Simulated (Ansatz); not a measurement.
## Hypothetical Pm-3n GaN, pressure series

The parent structure is GaN (space group Pm-3n, No. 223; a hypothetical phase, not in the database extracts checked).

```
CELL_PARAMETERS angstrom
      5.57136     0.00000     0.00000
      0.00000     5.57136     0.00000
      0.00000     0.00000     5.57136
ATOMIC_POSITIONS crystal
  Ga 0.25000 0.00000 0.50000
  Ga 0.75000 0.00000 0.50000
  Ga 0.50000 0.75000 0.00000
  Ga 0.50000 0.25000 0.00000
  Ga 0.00000 0.50000 0.75000
  Ga 0.00000 0.50000 0.25000
  N  0.25000 0.50000 0.00000
  N  0.75000 0.50000 0.00000
  N  0.00000 0.75000 0.50000
  N  0.00000 0.25000 0.50000
  N  0.50000 0.00000 0.75000
  N  0.50000 0.00000 0.25000
```

Cell and atoms are relaxed at each pressure.

Level of theory: PBE in Ansatz (plane waves to 420 eV, PAW, without spin-orbit coupling).

```
P (GPa)  V (Å³/atom)
-------  -----------
-2.00         14.631
-1.00         14.519
0.29          14.381
0.69          14.340
3.00          14.114
5.00          13.933
7.50          13.722
10.00         13.527
```

Fit a third-order Birch–Murnaghan equation of state.

Least squares on P(V) = (3B₀/2)[(V₀/V)^(7/3) − (V₀/V)^(5/3)]·[1 + (3/4)(B₀′ − 4)((V₀/V)^(2/3) − 1)] gives V₀ = 14.41 Å³/atom, B₀ = 137 GPa and B₀′ = 4.4.

Between the base and pressure 10 GPa the gap moves from 1.50 eV to 1.73 eV, a mean slope of 24 meV/GPa.

Load acts through the strain it causes; cell and atoms are relaxed under it. Whether these cells are dynamically stable was not tested. No other phases were tried under pressure.

Ansatz is an electronic-structure program.
